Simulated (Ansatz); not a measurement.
# Element substitutions in CaO

The parent structure is CaO in the rock salt structure (space group Fm-3m, No. 225).

```yaml
crystal:
  lattice:
    - [0.00000, 2.41539, 2.41539]
    - [2.41539, 0.00000, 2.41539]
    - [2.41539, 2.41539, 0.00000]
  atoms:
    - { symbol: Ca, position: [0.00000, 0.00000, 0.00000] }
    - { symbol: O, position: [0.50000, 0.50000, 0.50000] }
```

Each row replaces one element on all its sites; cell and atoms are relaxed.

Computed with PBE, PAW, 420 eV (Ansatz, an electronic-structure program; without spin-orbit coupling).

```tsv
case	band gap	lattice parameter a
base	3.66 eV	4.831 Å
Ca → Sr	3.33 eV	5.195 Å
O → S	(withheld)	(withheld)
O → F	zero	5.313 Å
```

### Question
Some entries are withheld; estimate them.

### Answer

- O → S, band gap: 2.38 eV
- O → S, lattice parameter a: 5.712 Å

No phonon test of stability was made. As relaxed here, CaF is a hypothetical phase, not in the database extracts checked. All final runs are without spin polarisation. An odd electron count without spin: CaF.
